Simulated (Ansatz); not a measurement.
ZnAu under a change: pressure 5 GPa

Start from ZnAu in the CsCl type structure (space group Pm-3m, No. 221; a = 3.129 Å).

Modification: a hydrostatic pressure of 5 GPa.

Computed with PBEsol (Ansatz, a first-principles code; PAW; 420 eV plane waves; without spin-orbit coupling). Γ-centred 15×15×15 mesh, Fermi–Dirac width 0.05 eV.

| quantity | base | changed | shift |
|---|---|---|---|
| volume per atom | 15.31 Å³ | 14.83 Å³ | -0.48 Å³ |
| density | 14.23 g/cm³ | 14.69 g/cm³ | +0.46 g/cm³ |
| lattice parameter a | 3.129 Å | 3.095 Å | -0.0333 Å |
| shortest interatomic distance | 2.709 Å | 2.681 Å | -0.0288 Å |
| enthalpy H = E + PV relative to the base's energy | – | +0.47 eV/atom | – |
| band gap | zero | zero | – |

Final structure:

```
CELL_PARAMETERS angstrom
      3.09534     0.00000     0.00000
      0.00000     3.09534     0.00000
      0.00000     0.00000     3.09534
ATOMIC_POSITIONS crystal
  Zn 0.50000 0.50000 0.50000
  Au 0.00000 0.00000 0.00000
```

Cost of the whole job for the changed cell (relaxation, final SCF and bands): about 14 core-seconds (a rough figure).

Load acts through the strain it causes; cell and atoms are relaxed under it. Whether these cells are dynamically stable was not tested. No other phases were tried under pressure.
